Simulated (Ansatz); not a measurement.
Start from HfS$_{2}$ in the CdI2 type structure (space group P-3m1, No. 164; a = 3.606 Å, c = 5.768 Å; layered, stacked along the Cartesian z axis).

Levels (all Ansatz, a quantum-chemistry and plane-wave program, PAW): PBE-D3(BJ) (420 eV, no spin-orbit coupling); HSE06 (420 eV, spin-orbit coupling left out); PBE+SOC (420 eV, noncollinear with spin-orbit coupling).

One geometry, relaxed with PBE-D3(BJ), under each level:

The valence-band top lists the three highest levels at Γ (Kramers pairs under SOC), from the VBM.

| level | band gap | lowest conduction level above the VBM at special points | valence-band top at Γ |
|---|---|---|---|
| PBE-D3(BJ) | 0.85 eV | L 0.85 eV; M 1.00 eV; A 1.79 eV; Γ 1.85 eV | – |
| HSE06 | 1.65 eV | L 1.65 eV; M 1.79 eV; A 2.72 eV; Γ 2.78 eV | – |
| PBE+SOC | 0.83 eV | L 0.83 eV; M 0.99 eV; A 1.76 eV; Γ 1.79 eV | 0.00, -0.13, -0.30 eV |

Single points use the geometry relaxed with PBE-D3(BJ). HSE06 gaps are upper bounds (no full band path). The spin-orbit shifts are approximate. Spin-orbit coupling, missing from the scalar runs, can matter with Hf. Whether these cells are dynamically stable was not tested.
